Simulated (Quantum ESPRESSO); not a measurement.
Quantum ESPRESSO 7.5, DFT, PBE, plane waves, PseudoDojo 0.5 standard norm-conserving PBE (local tails restored to the Coulomb form): rock-salt TiC (Ti8C8), 16 atoms. Basis and mesh were picked for this test and aren't claimed converged.

```
Property                                            Value
------------------------  -------------------------------
cell                      6.12, 6.12, 6.12 Å; 60, 60, 60°
task                                                  scf
k mesh                                              3×3×3
ecutwfc                                             84 Ry
ecutrho                                            336 Ry
occupations                                      smearing
smearing                                               mv
degauss                                           0.02 Ry
conv_thr                                       1.6e-08 Ry
tprnfor                                              true
tstress                                             false
k-point pools (-nk)                                     4
mixing_mode                               plain (default)
mixing_beta                                 0.7 (default)
mixing_ndim                                   8 (default)
k-points computed                                       4
bands                                                  77
electrons                                             128
G-vectors of the density                           114067
FFT grid                                         72×72×72
symmetry operations                                    48
```

One run each.

All on 8 ranks. Base settings, kept where nothing else is said: diago_david_ndim = 2 (default), diagonalization = david (default), diago_rmm_ndim = 4 (default), diago_rmm_conv = false (default), diago_full_acc = false (default), diago_cg_maxiter = 20 (default) (diago_thr_init not set). The settings tried:
- diagonalization = rmm-paro
- diagonalization = rmm-davidson
- diago_thr_init = 1e-05
- diago_full_acc = true
- the base settings
- diagonalization = paro
- diagonalization = rmm-davidson, diago_rmm_conv = true
- diago_david_ndim = 4
- diago_david_ndim = 3
- diagonalization = cg
- diagonalization = rmm-davidson, diago_rmm_ndim = 6
- diagonalization = rmm-davidson, diago_rmm_ndim = 2
- diagonalization = cg, diago_cg_maxiter = 5

Task: Predict which of these converge in the fewest SCF iterations.

Result: Fewest SCF iterations: diagonalization = paro (12). Most among those that reach the base run's result: diagonalization = rmm-davidson, diago_rmm_ndim = 2 (49). All converged.

```tsv
setting	SCF iterations	end
diagonalization = paro	12	converged
diago_david_ndim = 3	17	converged
diago_david_ndim = 4	18	converged
diago_full_acc = true	18	converged
the base settings	20	converged
diago_thr_init = 1e-05	20	converged
diagonalization = cg	21	converged
diagonalization = rmm-davidson	21	converged
diagonalization = cg, diago_cg_maxiter = 5	23	converged
diagonalization = rmm-paro	24	converged
diagonalization = rmm-davidson, diago_rmm_ndim = 6	25	converged
diagonalization = rmm-davidson, diago_rmm_conv = true	27	converged
diagonalization = rmm-davidson, diago_rmm_ndim = 2	49	converged
```

An iteration's cost differs between solvers, so these counts don't give the time.
